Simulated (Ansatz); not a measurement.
Band gap of SnSiO4 (model structure, started from the HfGeO4 type, I4₁/a, No. 88, 12 atoms in the cell) at several levels of theory

No measured value is used here.

```
level (code)              value (eV)
-------------------  ---------------
LDA (Ansatz)                    2.04
PBE (Ansatz)                    2.14
PBEsol (Ansatz)                 2.07
r²SCAN+SOC (Ansatz)  2.81 (indirect)
HSE06 (Ansatz)                  3.90
```

Computed values are for a static lattice. Levels without +SOC have no spin–orbit coupling; where heavier elements are present it shifts gaps, mostly down, and can invert bands.  r²SCAN+SOC: the gap is read on the k mesh or supercell of the run alone and can be too large. Values are at the PBEsol cell. Cutoffs and k meshes differ between the levels. Ansatz's density-functional and Hartree–Fock values are scalar-relativistic unless marked +SOC, with PAW data made under PBE.

A model structure was made by putting elements into a prototype or built by hand; it is no filed structure, need not be a known phase, and can be a saddle point held by its symmetry.

Ansatz is an electronic-structure program.
